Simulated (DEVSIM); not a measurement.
Structure: illuminated Si n-on-p cell, one wavelength, with a back-surface field, at 300 K.

```csv
layer (left to right),material,thickness (μm),Nd (cm⁻³),Na (cm⁻³),τn (s),τp (s),absorption coefficient (cm⁻¹)
1,Si,0.740,5.6e17,-,1.4e-8,2.7e-7,2400
2,Si,89.0,-,1.1e16,3e-7,3e-7,2400
3,Si,0.510,-,2.1e18,3e-7,3e-7,2400
```

Left contact: ohmic, minority hole recombination velocity 2e5 cm/s. Right contact: ohmic, minority electron recombination velocity 400 cm/s. Voltage is applied to the left contact. Recombination: SRH at mid-gap, radiative, Auger. Light enters at the left, 2.9e18 photons cm⁻² s⁻¹, one pass, no reflection. Mobility is μmin + (μ − μmin)/(1 + (N/Nref)^α).

The device is made up for the run: typed textbook-type constants, with dimensions and the other settings drawn at random. Values at 300 K.

```csv
parameter,Si
gap (eV),1.124
affinity (eV),4.05
permittivity,11.7
Nc (cm⁻³),2.86e19
Nv (cm⁻³),3.1e19
μn (cm²/Vs),1417
μp (cm²/Vs),470
"μn,min",52
"μp,min",45
"Nref,n",9.7e16
"Nref,p",2.2e17
αn,0.68
αp,0.72
B (cm³/s),4.7e-15
Cn (cm⁶/s),2.8e-31
Cp (cm⁶/s),9.9e-32
```

DEVSIM, 1D drift-diffusion, Boltzmann statistics, complete ionisation; no tunnelling, impact ionisation, image-force lowering or self-heating.

The photon flux was swept, all else fixed.

| photon flux (cm^-2 s^-1) | fill factor | largest power (mW/cm²) | short-circuit current (mA/cm²) | open-circuit voltage (V) |
|---|---|---|---|---|
| 8.7e16 | 0.80 | 4.93 | 11.8 | 0.523 |
| 2.9e17 | 0.81 | 17.7 | 39.2 | 0.554 |
| 8.7e17 | 0.82 | 56.1 | 118 | 0.583 |
| 2.9e18 | 0.82 | 198 | 393 | 0.614 |
| 8.7e18 | 0.82 | 622 | 1190 | 0.642 |
| 2.9e19 | 0.79 | 2130 | 4020 | 0.672 |
| 8.7e19 | 0.69 | 6010 | 12400 | 0.696 |

From the first row to the last the fill factor goes from 0.80 to 0.69. From the first row to the last the largest power goes from 4.93 to 6010.
